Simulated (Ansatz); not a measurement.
Start from MgF$_{2}$ in the rutile structure (space group P4_2/mnm, No. 136).

```yaml
crystal:
  lattice:
    - [4.63887, 0.00000, 0.00000]
    - [0.00000, 4.63887, 0.00000]
    - [0.00000, 0.00000, 3.06237]
  atoms:
    - { symbol: Mg, position: [0.00000, 0.00000, 0.00000] }
    - { symbol: Mg, position: [0.50000, 0.50000, 0.50000] }
    - { symbol: F, position: [0.30340, 0.30340, 0.00000] }
    - { symbol: F, position: [0.80340, 0.19660, 0.50000] }
    - { symbol: F, position: [0.19660, 0.80340, 0.50000] }
    - { symbol: F, position: [0.69660, 0.69660, 0.00000] }
```

The values are results of Ansatz (a program for electronic structure) PBEsol, no spin-orbit coupling, not measurements.

Before the change:

The band gap is 6.89 eV and the shortest interatomic distance comes out as 1.990 Å.

It is then changed as follows: a hydrostatic pressure of 0.9 GPa.

### Question
What happens to the band gap?

### Answer
The band gap increases by 0.06 eV to 6.95 eV.

### Question
Estimate the effect on the shortest interatomic distance.

### Answer
The shortest interatomic distance shrinks by 0.0075 Å (1.990 Å → 1.983 Å).

Load acts through the strain it causes; cell and atoms are relaxed under it. Whether these cells are dynamically stable was not tested.
